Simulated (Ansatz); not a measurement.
Worked example: self-consistent single point of Bi2PdPt (P3m1, 4 atoms in the cell) in Ansatz (a first-principles code)

Method of the run: LDA (PW92), default PAW files made with PBE (plane waves; Ansatz).

Input as run:

Ansatz 0.2 input:
```yaml
crystal:
  lattice:
    - [4.307345, 0.000000, 0.000000]
    - [-2.153673, 3.730270, 0.000000]
    - [0.000000, 0.000000, 5.597780]
  atoms:
    - { symbol: Bi, position: [0.333333, 0.666667, 0.253812] }
    - { symbol: Bi, position: [0.666667, 0.333333, 0.755120] }
    - { symbol: Pd, position: [0.000000, 0.000000, 0.500000] }
    - { symbol: Pt, position: [0.000000, 0.000000, 0.000000] }
basis:
  ecutwfc: 30.9 Ry
kpoints:
  mp_grid:
    grid: [7, 7, 4]
hamiltonian:
  xc: lda
  pseudopotentials:
    kind: paw
scf:
  occupations:
    method: fermi_dirac
    width: 0.0073 Ry
output:
  forces: true
  eigenvalues: true
  stress: true
```

Log, with long lists cut:

```
WARN the atoms were moved onto the symmetric positions of the space group found under crystal.symmetry.tolerance 1.0e-5 (fractional …
WARN ansatz: RAYON_NUM_THREADS=1 ignored (pool sized by the plan → 1); use --threads N
Pseudopotentials: kind: paw
Pseudopotential: Bi, paw, valence charge 15
Pseudopotential: Pd, paw, valence charge 18
Pseudopotential: Pt, paw, valence charge 18
Crystal: 4 atoms, lattice volume = 89.943 Å³
Basis set: ecut = 420.4159175005146 eV, 1753 PW (Γ)
Bands: 40, of which v1, the nominal top of the filled ones, is band 33 counted from 1 (32 counted from 0)
Symmetry: 6 space group operations
Space group: P3m1 (ITA 156), of the structure as read, at distance tolerance 4.5e-5 Å
k-points: 28 of 196 (time reversal used)
PAW frozen core: Bi, regenerated for the run's functional, and the local potential with it
PAW frozen core: Pd, regenerated for the run's functional, and the local potential with it
PAW frozen core: Pt, regenerated for the run's functional, and the local potential with it
Initial density: superposition of atomic densities (neutral atoms: chi_scale 0, normalization atom), corrected by the library's trained network
Initial wavefunctions: pseudopotential atomic-orbital guess
Eigensolver: davidson
Functional: x = slater, c = lda
SCF iter   1: F=—  HF=-43262.549308 eV  |F-HF|=—  |Δ(HF+E_count)|=         —  Δρ=8.24e-3  dr2=5.81e-2  ethr=1.77e-3  ⟨swp⟩=6.8  Hψ=4495  notcnv=0  defer=7
all-band conjugate gradients solve this SCF's bands
preconditioner: auto → LDOS
SCF iter   2: F=—  HF=-43262.552425 eV  |F-HF|=—  |Δ(HF+E_count)|=   3.12e-3  Δρ=8.03e-3  dr2=6.05e-2  ethr=8.81e-5  ⟨swp⟩=2.1  Hψ=2382  notcnv=0  defer=14
SCF iter   3: F=—  HF=-43262.539816 eV  |F-HF|=—  |Δ(HF+E_count)|=   1.26e-2  Δρ=1.20e-3  dr2=1.08e-3  ethr=8.81e-5  ⟨swp⟩=2.0  Hψ=1957  notcnv=0  defer=14
SCF iter   4: F=—  HF=-43262.539541 eV  |F-HF|=—  |Δ(HF+E_count)|=   2.75e-4  Δρ=1.66e-4  dr2=3.56e-5  ethr=1.64e-6  ⟨swp⟩=2.0  Hψ=1909  notcnv=0  defer=14
SCF iter   5: F=—  HF=-43262.539532 eV  |F-HF|=—  |Δ(HF+E_count)|=   9.38e-6  Δρ=3.36e-5  dr2=1.34e-6  ethr=5.39e-8  ⟨swp⟩=2.0  Hψ=1792  notcnv=0  defer=14
SCF iter   6: F=-43262.539531 eV  HF=-43262.539531 eV  |F-HF|=2.70e-8  |Δ(HF+E_count)|=   2.16e-7  Δρ=6.53e-6  dr2=3.31e-8  ethr=1.52e-10  ⟨swp⟩=8.2  Hψ=5431  notcnv=0
SCF 1 converged in 6 iterations: F = -43262.539531 eV  dr2 = 3.31e-8
SCF converged after 6 iterations
Free energy (F): -43262.539531 eV
Harris-Foulkes:  -43262.539531 eV  (|F-HF|=2.70e-8)
Internal energy: -43262.492650 eV  (E = F + TS)
E sigma→0 (E₀):  -43262.516091 eV
Entropy (-TS):   -0.046882 eV (-11.720 meV/atom)
Fermi energy:    14.977424 eV
--- Per-component energies (eV) ---
  E_band       = -575.173203
  E_kinetic    = 1764.094034
  E_local      = -7211.664895  (includes V_loc(G=0)·N_el)
  E_nonlocal   = 1560.434206
  E_hartree    = 2663.861452
  E_xc         = -729.920515
  E_vxc        = -804.676829  (∫ρ·V_xc dr)
  E_paw        = -33510.175826  (= ΣΔE_a)
  E_vpaw       = -1211.074215  (= ΣTr[D̂ρ^β])
  E_aug_tail   = -0.000677  (compensation charges beyond the density's cutoff)
  E_ewald      = -7800.255263
  E_core_change = 1.134834  (= ΣΔE_core)
  E_smearing   = -0.046882  (= −TS)
  E_closure    = 0.000000  (closes the sum)
  Σ components = -43262.539531   (vs F -43262.539531, Δ=0.00e0)
--- Forces (eV/Å), atoms counted from 1 ---
  atom   1  Bi    -0.00000000    -0.00000000    -0.18348535
  atom   2  Bi     0.00000000     0.00000000     0.06626330
  atom   3  Pd     0.00000000    -0.00000000     0.04850268
  atom   4  Pt     0.00000000     0.00000000     0.06873009
  max |Σ_I F_I| component: 1.07e-5 eV/Å
--- Stress (GPa, compression-positive) ---
       -3.203971       0.000000      -0.000000
        0.000000      -3.203971      -0.000000
       -0.000000      -0.000000      -4.305981
  P = ⅓ Tr σ = -3.5713 GPa (-35.713 kbar)
  The stress holds the Pulay correction. Without it, at fixed plane waves, as pw.x and ABINIT print it: P = -3.6072 GPa
--- Band table (eV; the first three rows and the last of 28) ---
  k-point 0: bands = ["-83.3414", "-69.3685", "-37.5275", "-37.4745", "-37.4745", "-35.1916", "-35.1786", "-35.1786", "-7.8250", "-7.8250", "-7.7859", "-7.7859", "-7.7784", "-7.7768", "-7.7768", "-7.7587", "-7.7403", "-7.7403", "1.9313", "4.7392", [...]
  k-point 1: bands = ["-83.3414", "-69.3685", "-37.5254", "-37.4745", "-37.4745", "-35.1942", "-35.1786", "-35.1786", "-7.8188", "-7.8188", "-7.7911", "-7.7911", "-7.7751", "-7.7722", "-7.7722", "-7.7611", "-7.7462", "-7.7462", "2.2014", "4.0764", [...]
  k-point 2: bands = ["-83.3414", "-69.3685", "-37.5234", "-37.4745", "-37.4745", "-35.1969", "-35.1787", "-35.1787", "-7.8049", "-7.8049", "-7.8039", "-7.8039", "-7.7682", "-7.7672", "-7.7632", "-7.7632", "-7.7565", "-7.7565", "2.8539", "3.1181", [...]
  k-point 27: bands = ["-83.3414", "-69.3685", "-37.5232", "-37.4754", "-37.4752", "-35.1967", "-35.1796", "-35.1793", "-7.8044", "-7.8024", "-7.7907", "-7.7884", "-7.7742", "-7.7730", "-7.7676", "-7.7640", "-7.7402", "-7.7397", "3.8369", "3.8441", [...]
```

The run converged in 6 iterations.

The starting cell comes from a database of computed structures (which also holds hypothetical and non-ambient phases and stackings), without a prior relaxation at this level. Its lattice was rescaled by up to half a per cent. One atom was moved a little off its site on purpose. Spin-orbit coupling is off. Spin polarisation is off. With a pressure of about -4 GPa the cell is away from its equilibrium volume at this level. Ansatz's pressure includes its estimate of the finite-basis (Pulay) stress.
